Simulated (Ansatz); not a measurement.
Base system: HfO2 in the fluorite structure (space group Fm-3m, No. 225).

```yaml
crystal:
  lattice:
    - [0.00000, 2.52923, 2.52923]
    - [2.52923, 0.00000, 2.52923]
    - [2.52923, 2.52923, 0.00000]
  atoms:
    - { symbol: Hf, position: [0.00000, 0.00000, 0.00000] }
    - { symbol: O, position: [0.25000, 0.25000, 0.25000] }
    - { symbol: O, position: [0.75000, 0.75000, 0.75000] }
```

Levels (all Ansatz, a first-principles code, PAW): r2SCAN (500 eV, no spin-orbit coupling); HSE06 (420 eV, no SOC).

The geometry is relaxed with r2SCAN.

| Quantity | Value |
|---|---|
| r2SCAN lowest conduction level above the VBM at special points | X 4.30 eV; Γ 4.42 eV; K 4.81 eV |

Problem. Predict the lowest conduction level above the VBM at special points from HSE06.

Solution. The lowest conduction level above the VBM at special points changes from X 4.30 eV; Γ 4.42 eV; K 4.81 eV to X 5.41 eV; Γ 5.57 eV; K 5.98 eV.

Single points use the geometry relaxed with r2SCAN. The hybrid gap comes from the SCF mesh plus the semilocal run's edge points and a few special points and is an upper bound. The levels and masses belong to the bands next to the band gap. Whether these cells are dynamically stable was not tested. This is not the structure that HfO2 has at room temperature and ambient pressure.
